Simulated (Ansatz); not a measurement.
System: interstitial Li in rock-salt PbTe (charge state +1). The step: Li moves alone to another site; the atom moves 3.28 Å along (0.00, 0.00, -0.50) of the unit cell; the moving atom starts with neighbours 3 Pb at 3.12, Pb at 3.13; 3 Te at 2.79, Te at 2.82 Å and ends with 3 Pb at 3.12, Pb at 3.13; 3 Te at 2.79, Te at 2.82 Å. A PBE band in Ansatz (plane-wave PAW, one k-point at (0.250, 0.250, 0.250), 64 host sites, 24 SCF runs with any check of the saddle's order, static, no finite-size correction) gives a forward barrier of 0.70 eV. The saddle point's order was not checked, and it lies on a symmetry element of the cell, where a band can be held. The charge state is imposed; whether it is stable for some Fermi level was not computed. Sites that were not tried may lie lower.

Single points at the band's start and saddle point can refine it. Rough cost of one point, in units of the band's mean SCF on the same machine:

| Level | Cost of one point |
|---|---|
| PBE, a 2×2×2 k-point mesh shifted by half a step | about 4 |
| r2SCAN at 500 eV, one k-point at (0.250, 0.250, 0.250) | about 2 |

Q: Which of these move the barrier by more than 0.1 eV, and how far does each move it?

A: Not one does. PBE, a 2×2×2 k-point mesh shifted by half a step: +0.02 eV; r2SCAN at 500 eV, one k-point at (0.250, 0.250, 0.250): -0.04 eV. Each functional is compared with PBE at the same k-points.

Ansatz is an electronic-structure program.
